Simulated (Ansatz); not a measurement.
Single solute atoms on Al sites of fcc Al, each beside a vacancy: the barrier for the solute to jump into the vacancy, counted from the relaxed pair on adjacent sites of that sublattice. PBE (Ansatz, a first-principles code, plane waves to 420 eV, PAW), climbing-image NEB, 32 sites, 5×5×5 shifted, energies as single points at geometries from a coarser mesh; static nuclei, fixed cell, no finite-size correction. This jump alone does not carry the solute far: the vacancy must also move round it. All rows are spin-restricted.

```csv
Solute (3d row),Group,Jump length (Å),Barrier (eV)
Sc,3,2.65,0.73
Ti,4,2.96,?
V,5,3.10,1.50
Cu,11,3.00,0.49
Zn,12,2.71,0.32
```

Problem. Estimate the barrier of Ti by straight interpolation in the group number between its neighbours in the table, and compare with the computed value.

Solution. 0.73 + (1.50 − 0.73) × (4 − 3)/(5 − 3) ≈ 1.11 eV. The computed barrier is 1.22 eV, +0.11 eV from this estimate. Among these 5 solutes the barrier is highest for V (1.50 eV) and lowest for Zn (0.32 eV).
